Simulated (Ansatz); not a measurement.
Start from MoS2 in the 2H-MoS2 type structure (space group P6_3/mmc, No. 194; a = 3.109 Å, c = 11.709 Å; layered, stacked along the Cartesian z axis).

Perturbation: a hydrostatic pressure of 3 GPa.

Levels (all Ansatz, a program for electronic structure, PAW): PBEsol-D3(BJ) (420 eV, no SOC); HSE06 (420 eV, no spin-orbit coupling).

The geometry is relaxed with PBEsol-D3(BJ).

| Property | Value |
|---|---|
| PBEsol-D3(BJ) band gap | 0.35 eV |

With HSE06 at the same geometry, the band gap increases by 0.54 eV (0.35 eV → 0.89 eV).

Single points use the geometry relaxed with PBEsol-D3(BJ). HSE06 gaps are upper bounds (no full band path). Load acts through the strain it causes; cell and atoms are relaxed under it. No phonon test of stability was made.
